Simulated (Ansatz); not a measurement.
## Cu: uniaxial strain ε_zz = +0.56 %

Consider Cu in the fcc (Cu type) structure (space group Fm-3m, No. 225; a = 3.5768 Å; relaxed with 0.1 eV smearing). Axes: x, y, z lie along the cube axes.

The change: uniaxial strain ε_zz = +0.56 %, all other strain components held at zero, atoms relaxed at fixed cell.

Computed with Ansatz (a first-principles code) r2SCAN, no spin-orbit coupling. Settings: 32×32×32 k-points, 0.1 eV Fermi–Dirac smearing.

| quantity | base | changed | shift |
|---|---|---|---|
| volume per atom | 11.44 Å³ | 11.50 Å³ | +0.06 Å³ |
| space group | Fm-3m (No. 225) | I4/mmm (No. 139) | – |
| shortest interatomic distance | 2.529 Å | 2.529 Å | 0.000 Å |
| energy relative to the base (free energy F) | 0 meV/atom | +0.2 meV/atom | +0.2 meV/atom |
| band gap | zero | zero | – |
| stress (xx, yy, zz, yz, xz, xy; compression positive) | – | (-0.8, -0.8, -1.1, 0.0, 0.0, 0.0) GPa | – |

Cost of the whole job for the changed cell (relaxation, final SCF and bands): about 90 core-seconds (a rough figure).

Whether these cells are dynamically stable was not tested. The final runs are not spin-polarised.
